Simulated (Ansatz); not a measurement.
Where the default PAW files enter, the runs use the earlier of Ansatz's two default sets.

Consider the following.

```
CELL_PARAMETERS angstrom
      3.80839     0.00000     0.00000
     -1.90420     3.29816     0.00000
      0.00000     0.00000    24.89096
ATOMIC_POSITIONS crystal
  Zn 0.33333 0.66667 0.74991
  Zn 0.66667 0.33333 0.24991
  Zn 0.33333 0.66667 0.12479
  Zn 0.66667 0.33333 0.62479
  Zn 0.00000 0.00000 0.00004
  Zn 0.00000 0.00000 0.50004
  Zn 0.66667 0.33333 0.87532
  Zn 0.33333 0.66667 0.37532
  S  0.00000 0.00000 0.59371
  S  0.00000 0.00000 0.09371
  S  0.66667 0.33333 0.96899
  S  0.33333 0.66667 0.46899
  S  0.33333 0.66667 0.21850
  S  0.66667 0.33333 0.71850
  S  0.66667 0.33333 0.34393
  S  0.33333 0.66667 0.84393
```

Space group of this cell: P6_3mc. The cell is taken as given.

Level of theory: r2SCAN (plane waves, PAW; Ansatz, an electronic-structure program).

The current runs along the normal of the first two printed vectors; no spin-orbit coupling. Scaled by the factor s: both lengths across the current (ions clamped). Meshes 12×12×2 and 12×12 across the current in all rows.

```csv
s,mean pressure (GPa),band gap (eV)
0.98,3.7,?
1.00,0.2,2.73
1.02,-2.6,2.52
```

Task: Take the slope of the band gap against ln s from the two given rows, extrapolate to s = 0.98, and say what the run there gives.

Result: Slope = (2.52 − 2.73) / ln 1.02 = -10.6 eV. The line gives 2.73 + (-10.6) × ln 0.98 = 2.94 eV. The run gives 2.87 eV, 0.07 eV under the line, 35 % of the predicted step.
